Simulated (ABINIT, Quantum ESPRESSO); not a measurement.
An ABINIT input for a self-consistent single point of K (Im-3m, 1 atom in the cell) (DFT, PBE, plane waves, norm-conserving pseudopotentials (PseudoDojo nc-sr-05 PBE standard)):

```
# K, PseudoDojo nc-sr-05 PBE standard
pp_dirpath "./"
pseudos "K.upf"
acell 8.5662700183 8.5662700183 8.5662700183
rprim
        -0.5773502692    0.5773502692    0.5773502692
         0.5773502692   -0.5773502692    0.5773502692
         0.5773502692    0.5773502692   -0.5773502692
natom 1
ntypat 1
znucl 19
typat 1
xred    0.0000000000    0.0000000000    0.0000000000
ecut 37 Ha
occopt 7
tsmear 0.1 eV
nband 10
kptopt 1
ngkpt 12 12 12
nshiftk 1
shiftk 0 0 0
nstep 60
tolvrs 1.0e-10
prtwf 0
prtden 0
enunit 2
```

Question: Translate this input to Quantum ESPRESSO.

Answer: One input that does it (others would too):

```fortran
&control
 calculation = 'scf',
 prefix = 'run',
 outdir = './tmp',
 pseudo_dir = './',
 tprnfor = .true.,
 tstress = .true.,
/
&system
 ibrav = 0,
 nat = 1,
 ntyp = 1,
 ecutwfc = 75,
 occupations = 'smearing',
 smearing = 'gaussian',
 degauss = 0.0073499,
/
&electrons
 conv_thr = 1.0d-9,
/
ATOMIC_SPECIES
K     39.0983  K.upf
CELL_PARAMETERS angstrom
  -2.6171720000     2.6171720000     2.6171720000
   2.6171720000    -2.6171720000     2.6171720000
   2.6171720000     2.6171720000    -2.6171720000
ATOMIC_POSITIONS crystal
K     0.0000000000    0.0000000000    0.0000000000
K_POINTS automatic
12 12 12  0 0 0
```

Basis, cutoffs, solver keys and any potentials are the target program's own. This input uses DFT, PBE, plane waves, PseudoDojo standard norm-conserving (PBE) pseudopotentials. Both were run: pressure 0.10 GPa in ABINIT and 0.10 in Quantum ESPRESSO.

On Quantum ESPRESSO: the starting cell comes from a database of computed structures (which also holds hypothetical and non-ambient phases and stackings), without a prior relaxation at this level. Its lattice was rescaled by a random factor within 2.5 % of one. For this run, on top of that: lattice scaled by 0.98.

On ABINIT: the starting cell comes from a database of computed structures (which also holds hypothetical and non-ambient phases and stackings), without a prior relaxation at this level. Its lattice was rescaled by a random factor within 2.5 % of one. For this run, on top of that: lattice scaled by 0.98.
